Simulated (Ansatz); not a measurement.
Here is the system:

```
SrTiO3
1.0
    3.90753     0.00000     0.00000
    0.00000     3.90753     0.00000
    0.00000     0.00000     3.90753
Sr Ti O
1 1 3
Direct
  0.00000   0.00000   0.00000
  0.50000   0.50000   0.50000
  0.00000   0.50000   0.50000
  0.50000   0.50000   0.00000
  0.50000   0.00000   0.50000
```

No spin polarisation.

0.418 electrons added to each cell, a density of 7.0×10^21 cm⁻³, with a uniform compensating background at fixed cell and a 300 K Fermi–Dirac width.

Calculations: r2SCAN (Ansatz, a program for electronic structure; PAW; 500 eV plane waves; no spin-orbit coupling), earlier PAW set. Settings: 12×12×12 k-points, 0.0259 eV Fermi–Dirac smearing.

### Question
Predict the gap between the host's bands and Fermi level from band edge.

### Answer
Gap between the host's bands: 2.85 eV
Fermi level relative to the doped band's edge (positive inside the band; to 0.05 eV): +0.55 eV

Carriers are added with a uniform compensating background; total energy and stress of such cells depend on the potential's zero and are not compared; many-body gap narrowing is missing at this level. Stability against distortions was not tested. All final runs are without spin polarisation. The cell was made from SrTiO$_{3}$ in the cubic perovskite structure (space group Pm-3m, No. 221) by this change: electrons 7.0×10^21 cm⁻³. Many cubic perovskites are stable only at high temperature; tilts and polar distortions were not tested.
